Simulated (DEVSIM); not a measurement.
Model (solved in DEVSIM): 1D drift-diffusion, Boltzmann statistics, complete ionisation; no tunnelling, impact ionisation, image-force lowering or self-heating. Metal contacts follow the ideal Schottky-Mott rule: no Fermi-level pinning, no interface dipoles.

Device: Schottky contact on n-type β-Ga2O3, at 400 K.

```tsv
layer (left to right)	material	thickness (μm)	Nd (cm⁻³)	τn (s)	τp (s)
1	β-Ga2O3	1.70	6.1e16	6.4e-10	6.4e-10
2	β-Ga2O3	1.40	2.8e18	6.4e-10	6.4e-10
```

Left contact: Schottky, work function 5.35 eV, emission velocity 6.6e6 cm/s. Right contact: ohmic. Voltage is applied to the left contact. Recombination: SRH at mid-gap, radiative, Auger. Mobility is μmin + (μ − μmin)/(1 + (N/Nref)^α).

Constants are typed, rounded textbook-type inputs, not results; the design itself was drawn at random and stands for no fabricated device. Values at 300 K; Nc and Nv go as T^1.5, mobilities as T to minus their exponent, the gap by Varshni's rule with the affinity fixed.

| parameter | β-Ga2O3 |
|---|---|
| gap (eV) | 4.8 |
| affinity (eV) | 4 |
| permittivity | 10 |
| Nc (cm⁻³) | 3.7e18 |
| Nv (cm⁻³) | 5e20 |
| μn (cm²/Vs) | 160 |
| μp (cm²/Vs) | 1 |
| μn,min | 20 |
| μp,min | 0.1 |
| Nref,n | 1e18 |
| Nref,p | 1e18 |
| αn | 0.8 |
| αp | 0.8 |
| T exponent of μn | 1.8 |
| T exponent of μp | 1.5 |
| B (cm³/s) | 1e-12 |
| Cn (cm⁶/s) | 1e-31 |
| Cp (cm⁶/s) | 1e-31 |
| Varshni α (eV/K) | 0.0004 |
| Varshni β (K) | 600 |

One input was changed, with this effect: potential step across the device at zero bias 1.326 → 1.426 V; dark forward voltage at 1 A/cm² 0.835 → 0.935 V; dark forward voltage at 100 A/cm² 1.024 → 1.124 V.

Task: Which change was it?
(A) Auger recombination switched off
(B) metal work function 5.35 → 5.55 eV
(C) constant mobility in place of the doping-dependent one
(D) metal work function 5.35 → 5.45 eV
(E) minority lifetime in layer 2 6.4e-10 → 1.9e-08 s

Result: D, metal work function 5.35 → 5.45 eV
